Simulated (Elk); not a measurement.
Worked example: self-consistent single point of Sr3In (Fm-3m, 4 atoms in the cell) in Elk.

Method: LDA (PW92), all-electron FP-LAPW, Elk's shipped species files, APW+lo basis with extra local orbitals in Elk.

```xyz
4
Lattice="0.0000 4.3344 4.3344 4.3344 0.0000 4.3344 4.3344 4.3344 0.0000" Properties=species:S:1:pos:R:3 pbc="T T T"
Sr     6.5017     6.5017     6.5017
Sr     2.1672     2.1672     2.1672
Sr     4.3344     4.3344     4.3344
In     0.0000     0.0000     0.0000
```

Reference input (self-consistent single point, DFT, PBEsol, all-electron FP-LAPW, Elk's shipped species files, APW+lo basis with extra local orbitals): xctype = 22; rgkmax = 8; stype = 3; swidth = 0.00367493 Ha; ngridk = 7 7 7; gmaxvr = 16 1/bohr; nxlo = 2; lorbcnd = true; lmaxi = 3. This run's input differs from it in these lines:

```diff
@@ -4,3 +4,3 @@
 xctype
-  22
+  3
```

Log, with long lists cut:

```
│ Self-consistent loop started │
│ Loop number : 1 │
 total energy                :     -15413.0452409
│ Loop number : 2 │
 total energy                :     -15413.0311559
RMS change in Kohn-Sham potential (target) :   0.3128728039E-01 (  0.1000000000E-05)
Absolute change in total energy (target)   :   0.1408503180E-01 (  0.1000000000E-03)
│ Loop number : 3 │
 total energy                :     -15412.9800589
RMS change in Kohn-Sham potential (target) :   0.3097325635E-01 (  0.1000000000E-05)
Absolute change in total energy (target)   :   0.5461820725E-01 (  0.1000000000E-03)
│ Loop number : 4 │
   [... lines left out ...]
Absolute change in total energy (target)   :   0.1192529478E-02 (  0.1000000000E-03)
│ Loop number : 13 │
 total energy                :     -15406.6719314
RMS change in Kohn-Sham potential (target) :   0.1875243022E-06 (  0.1000000000E-05)
Absolute change in total energy (target)   :   0.2966613738E-03 (  0.1000000000E-03)
│ Loop number : 14 │
 total energy                :     -15406.6719294
RMS change in Kohn-Sham potential (target) :   0.2274790933E-07 (  0.1000000000E-05)
Absolute change in total energy (target)   :   0.7618743984E-04 (  0.1000000000E-03)
Convergence targets achieved

│ Loop number : 15 │

Energies :
 Fermi                       :     0.163323055183
 total energy                :     -15406.6719304

Density of states at Fermi energy :    79.80283345
 (states/Hartree/unit cell)

Estimated indirect band gap :   0.6128318104E-02
 from k-point     18 to k-point      1
Estimated direct band gap   :   0.1807527034E-01
 at k-point      1

Charges :
 core                        :    114.0000000
 valence                     :    49.00000000
 interstitial                :    7.852767251
 muffin-tins (core leakage)
  species :    1 (Sr)
   atom    1                 :    35.94733036     (  0.2874951900E-04)
   atom    2                 :    35.94733036     (  0.2874951900E-04)
   atom    3                 :    35.96590848     (  0.2882317111E-04)
  species :    2 (In)
   atom    1                 :    47.28666355     (  0.1306476445E-03)
 total in muffin-tins        :    155.1472327
 total calculated charge     :    163.0090500
 total charge                :    163.0000000
 error                       :   0.9049958924E-02

│ Self-consistent loop stopped │
```

The run converged in 15 iterations. The count includes the last loop, which Elk runs after its targets are met. 

The starting cell comes from a database of computed structures (which also holds hypothetical and non-ambient phases and stackings), without a prior relaxation at this level. Values depend on the basis (sphere radii, cutoffs, local orbitals), which need not be converged. The log's line on a gap gives a spacing of levels on this mesh, which the program prints for metals too.
